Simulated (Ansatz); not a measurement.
**LuRu$_{3}$B$_{2}$ (P6/mmm): resistivity and electron-phonon coupling**

Given:

```
CELL_PARAMETERS angstrom
      5.41977     0.00000     0.00000
     -2.70989     4.69366     0.00000
      0.00000     0.00000     2.98543
ATOMIC_POSITIONS crystal
  Lu 0.00000 0.00000 0.00000
  B  0.66667 0.33333 0.00000
  B  0.33333 0.66667 0.00000
  Ru 0.50000 0.00000 0.50000
  Ru 0.50000 0.50000 0.50000
  Ru 0.00000 0.50000 0.50000
```

Computed with PBEsol, DFPT electron-phonon coupling, linearised Boltzmann equation (plane waves, PAW, scalar-relativistic; Ansatz, a quantum-chemistry and plane-wave program). Geometry: relaxed with this functional, without spin-orbit coupling.

The resistivity at 300 K is 48 (x), 48 (y), 23 (z) μΩ·cm and the density of states at the Fermi level is 1.62 states/(eV·spin·cell).

A metal at this level (no band gap). Only scattering by harmonic phonons is included (no impurities, grain boundaries, electron-electron scattering or thermal expansion). Spin-orbit coupling is left out, which matters with elements this heavy. The squared frequency of the phonon mode least converged on the k mesh is uncertain by about 98 %. Halving the electron mesh (20x20x28) moves the resistivity by up to 9 % at 300 K. Smearing 0.20 eV; phonons on a 3x3x5 q mesh, which this run doesn't test and which matters most at low temperature.

Formula and space group known from diffraction (Crystallography Open Database), not checked to be the room-temperature form: LuRu3B2 (P6/mmm).
